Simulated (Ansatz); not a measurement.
The parent structure is C in the graphite type structure (space group P6_3/mmc, No. 194; a = 2.458 Å, c = 6.563 Å; layered, stacked along the Cartesian z axis).

The values are results of Kohn–Sham DFT with the PBEsol-D3(BJ) functional, run in Ansatz (a program for electronic structure) with PAW and 420 eV plane waves, no SOC, not measurements.

Before the change:

| Item | Value |
|---|---|
| Pressure | 0.0 GPa |
| Band gap | zero |

Modification: every lattice vector is stretched by 0.59 %; the atoms relax in the strained cell.

**Question.** Estimate the effect on the energy relative to the base, pressure and band gap.

**Answer.** The energy goes up by 2.5 meV/atom; the pressure (mean of the normal stresses, compression positive) goes from zero to -5.2 GPa; the band gap is still zero.

A case with no gap was solved on a k-mesh chosen for an insulator, which is coarse for it. Stability against distortions was not tested.
